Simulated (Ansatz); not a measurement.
Start from HfSi (space group Pnma, No. 62).

```xyz
8
Lattice="6.8248 0.0000 0.0000 0.0000 3.7573 0.0000 0.0000 0.0000 5.2027" Properties=species:S:1:pos:R:3 pbc="T T T"
Hf     4.6097     0.9393     1.9444
Hf     2.2151     2.8180     3.2583
Hf     5.6275     2.8180     4.5458
Hf     1.1973     0.9393     0.6569
Si     3.7074     0.9393     4.4728
Si     3.1174     2.8180     0.7300
Si     6.5298     2.8180     1.8714
Si     0.2950     0.9393     3.3313
```

Cartesian axes are those of the cell as printed.

Computed with Kohn–Sham DFT with the PBEsol functional, run in Ansatz (a program for electronic structure) with PAW and 420 eV plane waves, no spin-orbit coupling, earlier PAW set.

For the base:

The shortest interatomic distance is 2.451 Å and the pressure is 0.0 GPa. The band gap comes out as zero.

Perturbation: compressive biaxial strain of 2.92 % in the plane normal to [001], as in epitaxy on a mismatched substrate; the out-of-plane cell vector and the atoms relax.

### Question
What happens to the shortest interatomic distance?

### Answer
The shortest interatomic distance drops by 0.046 Å, from 2.451 Å to 2.405 Å.

### Question
What does the calculation give for the pressure after the change?

### Answer
The pressure (mean of the normal stresses, compression positive) goes from zero to 7.5 GPa.

### Question
What does the calculation give for the band gap after the change?

### Answer
The band gap is still zero.

Without a gap, meshes like the base's 7×12×9 leave anisotropic stresses uncertain by several tenths of a GPa, and small strain energies with them. Whether these cells are dynamically stable was not tested. All final runs are without spin polarisation.
